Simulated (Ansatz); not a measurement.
## Effective masses and thermopower of C (I4_1/amd)

Here is the system:

```
C
1.0
    0.00000     1.77130     1.83472
    1.77130     0.00000     1.83472
    1.77130     1.77130     0.00000
C
2
Direct
  0.00000   0.00000   0.00000
  0.25000   0.25000   0.25000
```

Calculation: r2SCAN, rigid bands (plane waves, PAW, scalar-relativistic; Ansatz, a program for electronic structure). Condition of this run: uniaxial stress along [001] of -33 GPa (compression positive) (the target of the relaxation). Geometry: cell and atoms relaxed with PBEsol, then loaded as said.

| Item | Value |
|---|---|
| band gap | 3.84 eV |
| electron conductivity mass (300 K, dilute) | 0.47 (x), 0.47 (y), 0.28 (z) mₑ |
| hole conductivity mass (300 K, dilute) | 0.44 (x), 0.44 (y), 0.29 (z) mₑ |
| effective density of states N_c (300 K) | 3.4e19 cm⁻³ |
| effective density of states N_v (300 K) | 1.8e19 cm⁻³ |
| density-of-states mass, electrons | 1.22 mₑ |
| density-of-states mass, holes | 0.81 mₑ |
| Seebeck coefficient, n-type 1e19 cm⁻³, 300 K | -323 μV/K |
| best n-type power factor at 300 K for τ = 10 fs (best axis; densities from 1e16 to 1e21 cm⁻³ tried, whether or not they can be reached) | 20 μW/(cm·K²) at 1e20 cm⁻³ |
| Seebeck coefficient, p-type 1e19 cm⁻³, 300 K | 269 μV/K |
| best p-type power factor at 300 K for τ = 10 fs (best axis; densities from 1e16 to 1e21 cm⁻³ tried, whether or not they can be reached) | 9.4 μW/(cm·K²) at 3e19 cm⁻³ |

Rigid bands; masses and Seebeck coefficients take one relaxation time τ for all states and one kind of carrier; polarons and phonon drag are left out. Spin-orbit coupling is left out. Geometry: cell and atoms relaxed with PBEsol.
